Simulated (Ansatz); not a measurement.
Start from CdS in the zinc blende structure (space group F-43m, No. 216; a = 5.878 Å). Axes: x, y, z lie along the cube axes.

Perturbation: compressive biaxial strain of 1.00 % in the plane normal to [001], as in epitaxy on a mismatched substrate; the out-of-plane cell vector and the atoms relax.

Computed with Ansatz (a quantum-chemistry and plane-wave program) r2SCAN, without spin-orbit coupling.

### Question
Give the band edges at the high-symmetry points of the new zone, measured from its valence-band maximum.

### Answer
| point | valence edge (eV) | conduction edge (eV) |
|---|---|---|
| Γ | 0.00 | 1.53 |
| X | -1.89 | 3.83 |
| P | -2.22 | 5.63 |
| N | -0.71 | 3.42 |
| M | -1.81 | 3.92 |
| S | -1.44 | 4.72 |
| S₀ | -1.44 | 4.72 |
| R | -2.20 | 5.70 |
| G | -2.20 | 5.70 |

The gap is 1.53 eV, direct at Γ.

No phonon test of stability was made. Labels are those of the standard path for the cell's own space group.
